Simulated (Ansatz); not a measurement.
The parent structure is CaO in the rock salt structure (space group Fm-3m, No. 225).

```xyz
2
Lattice="0.0000 2.3974 2.3974 2.3974 0.0000 2.3974 2.3974 2.3974 0.0000" Properties=species:S:1:pos:R:3 pbc="T T T"
O      0.0000     0.0000     0.0000
Ca     2.3974     2.3974     2.3974
```

Cartesian axes are those of the cell as printed.

The values are results of r2SCAN (Ansatz, a first-principles code, PAW, without spin-orbit coupling), not measurements.

Base values:

| Quantity | Result |
|---|---|
| Valley order | X along ⟨100⟩ 4.20 eV; Γ 5.50 eV |
| Valence-band top at Γ | 0.00, 0.00, 0.00 eV |

The change: the symmetric strain tensor [0.0008 0.0033 0.0017; 0.0033 -0.0050 -0.0089; 0.0017 -0.0089 0.0029]; the atoms relax in the strained cell.

Task: Predict the new energy relative to the base, stress, valley order and valence-band top at Γ.

Result: The energy rises by 1.5 meV/atom; the stress (xx, yy, zz, yz, xz, xy; compression positive) comes out as (-0.07, 0.98, -0.40, 1.41, -0.24, -0.52) GPa; the valley order (the lowest conduction-band minima on the path, energy above the VBM, named in the base's zone) becomes X along [010] 4.14 eV; X along [100] 4.16 eV; X along [001] 4.17 eV; Γ 5.46 eV (base: X along ⟨100⟩ 4.20 eV; Γ 5.50 eV); the valence-band top at Γ (three highest levels, from the VBM) changes from 0.00, 0.00, 0.00 eV to 0.00, -0.04, -0.07 eV.

The levels and masses belong to the bands next to the band gap. Stability against distortions was not tested.
